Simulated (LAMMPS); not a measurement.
Simulation of Ni (fcc) with 50 % of Ni sites Pt, 4000 atoms, at 1320 K and 0 GPa, heated as the crystal.

Model: classical MD, pair style eam, the elements' _u3.eam files (universal-3 set of Foiles, Baskes and Daw) (LAMMPS).

Problem. Estimate the density, the coordination number of Pt by Pt, the mean frequency of the velocity spectrum, the volume per atom for this model.

Solution. density: 15.3239 ± 0.0004 g/cm³; coordination number of Pt by Pt: 6.36 (counted to 3.42 Å); mean frequency of the velocity spectrum: 4.0 THz; volume per atom: 13.7500 ± 0.0004 Å³.

Caution: the random arrangement on this lattice is imposed, and need not be a phase that exists in equilibrium. Caution: a run this short can hold a crystal over, or a liquid under, the potential's melting point.
